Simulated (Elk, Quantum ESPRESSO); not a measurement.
A Quantum ESPRESSO input for a self-consistent single point of Mg2Zn (P6_3/mmc, 6 atoms in the cell) (DFT, PBEsol, plane waves, SSSP 1.1.2 efficiency (PBE) pseudopotentials):

```fortran
&control
  calculation = 'scf'
  prefix = 'pwscf'
  outdir = './tmp/'
  pseudo_dir = './'
  tprnfor = .true.
  tstress = .true.
/
&system
  ibrav = 0
  celldm(1) = 5.83585260
  nat = 6
  ntyp = 2
  ecutwfc = 50
  ecutrho = 400
  occupations = 'smearing'
  smearing = 'gauss'
  degauss = 0.0099958
  input_dft = 'pbesol'
/
&electrons
  conv_thr = 1.0d-10
  mixing_beta = 0.7
/
ATOMIC_SPECIES
Mg    24.3050  Mg.pbe-n-kjpaw_psl.0.3.0.UPF
Zn    65.3800  Zn_pbe_v1.uspp.F.UPF
ATOMIC_POSITIONS crystal
Mg    0.33333333    0.66666667    0.40818000
Mg    0.66666667    0.33333333    0.59182000
Mg    0.66666667    0.33333333    0.90818000
Mg    0.33333333    0.66666667    0.09182000
Zn    0.66666667    0.33333333    0.25000000
Zn    0.33333333    0.66666667    0.75000000
K_POINTS automatic
10 10 2  0 0 0
CELL_PARAMETERS alat
   1.00000000     0.00000000     0.00000000
  -0.50000000     0.86602540     0.00000000
   0.00000000     0.00000000     4.70388869
```

Translate this input to Elk.

One input that does it (others would too):

```
tasks
  0

xctype
  22

rgkmax
  7.0

stype
  0

swidth
  0.00499791

avec
    5.8358525978   -0.0000000881    0.0000000000
   -2.9179262226    5.0539966465    0.0000000000
    0.0000000000    0.0000000000   27.4512010357

sppath
  './'

atoms
  2   : nspecies
  'Mg.in'   : spfname
  4   : natoms; atposl, bfcmt below
  0.3333333333  0.6666666667  0.4081800000    0.0 0.0 0.0
  0.6666666667  0.3333333333  0.5918200000    0.0 0.0 0.0
  0.6666666667  0.3333333333  0.9081800000    0.0 0.0 0.0
  0.3333333333  0.6666666667  0.0918200000    0.0 0.0 0.0
  'Zn.in'   : spfname
  2   : natoms; atposl, bfcmt below
  0.6666666667  0.3333333333  0.2500000000    0.0 0.0 0.0
  0.3333333333  0.6666666667  0.7500000000    0.0 0.0 0.0

ngridk
  10 10 2
```

Basis settings and potentials, where a program has them, do not carry over. This input uses DFT, PBEsol, all-electron FP-LAPW, Elk's shipped species files, default APW+lo basis.

The starting cell comes from a database of computed structures (which also holds hypothetical and non-ambient phases and stackings), without a prior relaxation at this level.
